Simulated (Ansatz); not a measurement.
Given:

```xyz
2
Lattice="0.0000 2.9747 2.6945 2.9747 0.0000 2.6945 2.9747 2.9747 0.0000" Properties=species:S:1:pos:R:3 pbc="T T T"
Ga     0.0000     0.0000     0.0000
As     1.4873     1.4873     1.3472
```

Method: HSE06, rigid bands (plane waves, PAW, scalar-relativistic; Ansatz, a quantum-chemistry and plane-wave program). Condition of this run: biaxial stress in (001) of -4.8 GPa (compression positive) (the target of the relaxation). Geometry: cell and atoms relaxed with PBEsol, then loaded as said.

Question: Predict the electron conductivity mass (n e² τ/σ) at 300 K, by direction if it differs.

Answer: 0.054 (x), 0.054 (y), 0.038 (z) mₑ.

Question: And the band gap?

Answer: 0.56 eV at this level.

Rigid bands, one relaxation time for all states, no polarons. Spin-orbit coupling is left out; where it splits the top of the valence band it changes the hole mass and lowers the gap by about a third of the splitting. Geometry: cell and atoms relaxed with PBEsol.
